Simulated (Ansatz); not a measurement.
Input:

```xyz
6
Lattice="-1.8838 1.8838 4.7634 1.8838 -1.8838 4.7634 1.8838 1.8838 -4.7634" Properties=species:S:1:pos:R:3 pbc="T T T"
Ti     0.0000     1.8838     2.3817
Ti     0.0000     0.0000     0.0000
O      0.0000     1.8838     4.3618
O      0.0000     0.0000     7.5466
O      0.0000     1.8838     0.4016
O      0.0000     0.0000     1.9801
```

No spin polarisation.

Calculations: PBEsol, PAW, 420 eV (Ansatz, a first-principles code; scalar-relativistic without spin-orbit coupling). k-mesh 12×12×12 (Γ-centred); smearing 0.05 eV (Fermi–Dirac).

Task: Predict the band gap, width of the top valence band and gap character.

Result: The band gap is 2.10 eV and the width of the top valence band is 0.84 eV. The gap character is indirect, Γ–X (87 % along) → Γ.

Load acts through the strain it causes; cell and atoms are relaxed under it. Whether these cells are dynamically stable was not tested. All final runs are without spin polarisation. The cell was made from TiO$_{2}$ in the anatase structure (space group I4_1/amd, No. 141) by this change: pressure 0.7 GPa.
